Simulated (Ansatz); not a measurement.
End structure of the (100) surface of rock-salt TiN, C on all N sites of the top plane (bottom of the slab: a bare face, its two planes held):

```
CELL_PARAMETERS angstrom
      3.00301     0.00000     0.00000
      0.00000     3.00301     0.00000
      0.00000     0.00000    27.00000
ATOMIC_POSITIONS crystal
  N  0.00000 0.00000 0.30283
  Ti 0.50000 0.50000 0.30283
  N  0.50000 0.50000 0.38147
  Ti 0.00000 0.00000 0.38147
  N  0.00000 0.00000 0.46039
  Ti 0.50000 0.50000 0.46008
  N  0.50000 0.50000 0.53820
  Ti 0.00000 0.00000 0.53945
  N  0.00000 0.00000 0.61825
  Ti 0.50000 0.50000 0.61707
  C  0.50000 0.50000 0.69815
  Ti 0.00000 0.00000 0.69346
```

Set-up: 12 atoms, 10.6 Å thick at the start with caps and adatoms (thin: gaps and levels are the slab's own); mesh 12x12x1; 0.1 eV smearing; dipole correction on; 4 atoms held, the rest relaxed; symmetry of the start imposed; no spin, no spin-orbit, no U. In PBE it lies 0.42 eV a 1x1 cell over the lowest computed structure of the same composition (C on all N sites of the second plane).

Question: Estimate the work function of the top face that PBE (Ansatz, a first-principles code) returns for this input.

Answer: 3.96 eV
